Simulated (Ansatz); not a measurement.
Start from TiB2 (space group P6/mmm, No. 191; a = 3.032 Å, c = 3.224 Å; relaxed with 0.1 eV smearing). Axes: x lies along a and z along c of the hexagonal cell.

All numbers come from PBE (Ansatz, an electronic-structure program), spin-orbit coupling left out.

Now apply this change: biaxial strain +3.00 %, plane normal [001], relaxed out of plane (Cartesian); in-plane vectors clamped, the third vector and the atoms free.

Problem. Predict the new ratio −ε⊥/ε∥.

Solution. The ratio −ε⊥/ε∥ comes out as 0.43.

No phonon test of stability was made. The final runs are not spin-polarised.
